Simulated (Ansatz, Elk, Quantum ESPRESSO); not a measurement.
## CoPd3 (Pm-3m, 4 atoms in the cell) computed with different codes at matched settings

Self-consistent single point, at a second geometry (lattice scaled by 0.98). First geometry:

```
CoPd3
1.0
    3.89388     0.00000     0.00000
    0.00000     3.89388     0.00000
    0.00000     0.00000     3.89388
Co Pd
1 3
Direct
  0.00000   0.00000   0.00000
  0.00000   0.50000   0.50000
  0.50000   0.00000   0.50000
  0.50000   0.50000   0.00000
```
Moments meant for the start (each program seeds them in its own way; μB, in the order of the atoms Co Pd Pd Pd): 3.0 1.0 1.0 1.0.

Shared settings, as Ansatz (a first-principles code) writes them: kpoints.mp_grid.grid = 9 9 9; scf.occupations.method = fermi_dirac; scf.occupations.width = 0.1 eV. Potentials and cutoffs stand in the table.

| code | model | ΔF from the first geometry (meV/atom) | pressure (GPa) | size of the net moment (μB/atom) | cutoff |
|---|---|---|---|---|---|
| Ansatz | PBEsol, PAW files made with PBE | -40.2 | -2.18 | 0.75 | 420 eV |
| Quantum ESPRESSO | PBEsol, PSlibrary PAW (PBE) pseudopotentials | -34.2 | -1.38 | 0.76 | 50 Ry |
| Elk | PBEsol, all-electron FP-LAPW, Elk's shipped species files, default APW+lo basis | -48.2 | – | 0.75 | default |

For Quantum ESPRESSO (by 0.5 GPa) the energy change implies a higher mean pressure, against the two pressures, than for the other programs: a sign of finite-basis (Pulay) stress.

A dash marks a value that a program does not give, or that is left out as unsure.

On Ansatz's run: the magnetic order is the one reached from the typed start; others were not searched systematically.

The spread over the programs that give each value: ΔF from the first geometry within 14.0 meV/atom; pressure within 0.80 GPa; size of the net moment within 0.01 μB/atom.

Elk treats all electrons, but the usual bases taken here (sphere radii, linearisation, local orbitals, empty states) were not tested for convergence, so the values are no reference for the others. Ansatz's pressure is given at a fixed set of plane waves, as the other plane-wave codes print theirs; with its correction for the finite basis it is -2.13 GPa.

The starting cell comes from a database of computed structures (which also holds hypothetical and non-ambient phases and stackings), without a prior relaxation at this level. Its lattice was rescaled by a random factor within 2.5 % of one. For this run, on top of that: lattice scaled by 0.98.

Keys are those of Ansatz 0.2.
